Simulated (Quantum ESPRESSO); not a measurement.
Quantum ESPRESSO run on Si (Fd-3m, 2 atoms in the cell): self-consistent single point.

Level of theory: PBE, PseudoDojo standard norm-conserving (PBE) pseudopotentials (plane waves; Quantum ESPRESSO).

```
CELL_PARAMETERS angstrom
      0.00000     2.78418     2.78418
      2.78418     0.00000     2.78418
      2.78418     2.78418     0.00000
ATOMIC_POSITIONS crystal
  Si 0.25000 0.25000 0.25000
  Si 0.00000 0.00000 0.00000
```

Reference input (self-consistent single point, DFT, PBE, plane waves, PseudoDojo standard norm-conserving (PBE) pseudopotentials): ecutwfc = 40 Ry; occupations = fixed; potentials = {Si: Si.upf}; K_POINTS = automatic 5 5 5 0 0 0; nbnd = 6; conv_thr = 1e-10 Ry; mixing_beta = 0.5. This run's input differs from it in these lines:

```diff
@@ -25,3 +25,3 @@
 K_POINTS automatic
-5 5 5  0 0 0
+7 7 7  0 0 0
 CELL_PARAMETERS angstrom
```

The program printed (abridged):

```
     Self-consistent Calculation

     iteration #  1     ecut=    40.00 Ry     beta= 0.50

     Threshold (ethr) on eigenvalues was too large:
     Diagonalizing with lowered threshold

     total energy              =     -16.92251976 Ry
     estimated scf accuracy    <       0.04913982 Ry

     iteration #  2     ecut=    40.00 Ry     beta= 0.50

     total energy              =     -16.92171183 Ry
     estimated scf accuracy    <       0.00951896 Ry

     iteration #  3     ecut=    40.00 Ry     beta= 0.50

     total energy              =     -16.92216847 Ry
     estimated scf accuracy    <       0.00011463 Ry

   [... 2 blocks of this kind left out ...]

     iteration #  6     ecut=    40.00 Ry     beta= 0.50

     total energy              =     -16.92222144 Ry
     estimated scf accuracy    <          1.0E-09 Ry

     iteration #  7     ecut=    40.00 Ry     beta= 0.50
     End of self-consistent calculation

     highest occupied, lowest unoccupied level (ev):     5.4721    6.1705

!    total energy              =     -16.92222144 Ry
     estimated scf accuracy    <          4.7E-11 Ry

     convergence has been achieved in   7 iterations

     Forces acting on atoms (cartesian axes, Ry/au):

     atom    1 type  1   force =    -0.00000000   -0.00000000   -0.00000000
     atom    2 type  1   force =     0.00000000    0.00000000    0.00000000

     Total force =     0.000000     Total SCF correction =     0.000000

          total   stress  (Ry/bohr**3)                   (kbar)     P=      -42.44
  -0.00028852   0.00000000  -0.00000000          -42.44        0.00       -0.00
   0.00000000  -0.00028852  -0.00000000            0.00      -42.44       -0.00
  -0.00000000   0.00000000  -0.00028852           -0.00        0.00      -42.44

   JOB DONE.
```

The run converged in 7 iterations. Against the reference run the free energy falls by 26.1 meV/atom, the pressure goes from -4.13 to -4.24 GPa and the gap on the mesh hardly changes (0.695 to 0.698 eV).

The starting cell comes from a database of computed structures (which also holds hypothetical and non-ambient phases and stackings), without a prior relaxation at this level. Its lattice was rescaled by a random factor within 2.5 % of one. With a pressure of about -4 GPa the cell is away from its equilibrium volume at this level.
